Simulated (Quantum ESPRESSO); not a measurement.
Worked example: self-consistent single point of AlNi (Pm-3m, 2 atoms in the cell) in Quantum ESPRESSO.

Computed with PBE, PseudoDojo standard norm-conserving (PBE) pseudopotentials (plane waves; Quantum ESPRESSO).

The change in words: lattice scaled by 0.98. Reference geometry:
```
AlNi
1.0
    2.85971     0.00000     0.00000
    0.00000     2.85971     0.00000
    0.00000     0.00000     2.85971
Al Ni
1 1
Direct
  0.50000   0.50000   0.50000
  0.00000   0.00000   0.00000
```

Reference input (self-consistent single point, DFT, PBE, plane waves, PseudoDojo standard norm-conserving (PBE) pseudopotentials): ecutwfc = 100 Ry; occupations = smearing; smearing = gauss; degauss = 0.0099958 Ry; potentials = {Al: Al.upf, Ni: Ni.upf}; K_POINTS = automatic 15 15 15 0 0 0; conv_thr = 1e-10 Ry; mixing_beta = 0.7. This run's input differs from it in these lines:

```diff
@@ -26,3 +26,3 @@
 ATOMIC_POSITIONS angstrom
-Al    1.4298550000    1.4298550000    1.4298550000
+Al    1.4012580000    1.4012580000    1.4012580000
 Ni    0.0000000000    0.0000000000    0.0000000000
@@ -31,5 +31,5 @@
 CELL_PARAMETERS angstrom
-   2.8597100000     0.0000000000     0.0000000000
-   0.0000000000     2.8597100000     0.0000000000
-   0.0000000000     0.0000000000     2.8597100000
+   2.8025160000     0.0000000000     0.0000000000
+   0.0000000000     2.8025160000     0.0000000000
+   0.0000000000     0.0000000000     2.8025160000
```

Log, with long lists cut:

```
     Self-consistent Calculation

     iteration #  1     ecut=   100.00 Ry     beta= 0.70

---- Real-time Memory Report at c_bands before calling an iterative solver
           120 MiB given to the printing process from OS
            89 MiB allocation reported by mallinfo(arena+hblkhd)
------------------

     Threshold (ethr) on eigenvalues was too large:
     Diagonalizing with lowered threshold

---- Real-time Memory Report at c_bands before calling an iterative solver
           122 MiB given to the printing process from OS
            90 MiB allocation reported by mallinfo(arena+hblkhd)
------------------

   [... lines left out ...]

---- Real-time Memory Report at c_bands before calling an iterative solver
           130 MiB given to the printing process from OS
           100 MiB allocation reported by mallinfo(arena+hblkhd)
------------------

     total energy              =    -340.30445809 Ry
     estimated scf accuracy    <          2.1E-09 Ry

     iteration # 11     ecut=   100.00 Ry     beta= 0.70

---- Real-time Memory Report at c_bands before calling an iterative solver
           130 MiB given to the printing process from OS
           100 MiB allocation reported by mallinfo(arena+hblkhd)
------------------
     End of self-consistent calculation

     the Fermi energy is    15.6607 ev

!    total energy              =    -340.30445809 Ry
     estimated scf accuracy    <          5.7E-11 Ry
     smearing contrib. (-TS)   =      -0.00059994 Ry
     internal energy E=F+TS    =    -340.30385815 Ry

     convergence has been achieved in  11 iterations

     Forces acting on atoms (cartesian axes, Ry/au):

     atom    1 type  1   force =     0.00000000    0.00000000    0.00000000
     atom    2 type  2   force =     0.00000000    0.00000000    0.00000000

     Total force =     0.000000     Total SCF correction =     0.000000

          total   stress  (Ry/bohr**3)                   (kbar)     P=      185.13
   0.00125846   0.00000000   0.00000000          185.13        0.00        0.00
   0.00000000   0.00125846   0.00000000            0.00      185.13        0.00
   0.00000000   0.00000000   0.00125846            0.00        0.00      185.13

   JOB DONE.
```

The run converged in 11 iterations. Against the reference run the free energy goes up by 51.0 meV/atom and the pressure goes from 5.86 to 18.51 GPa.

The starting cell comes from a database of computed structures (which also holds hypothetical and non-ambient phases and stackings), without a prior relaxation at this level. For this run, on top of that: lattice scaled by 0.98. Spin polarisation is off. With a pressure of about 19 GPa the cell is away from its equilibrium volume at this level.

Cost on one core of a shared machine: roughly 70 s.
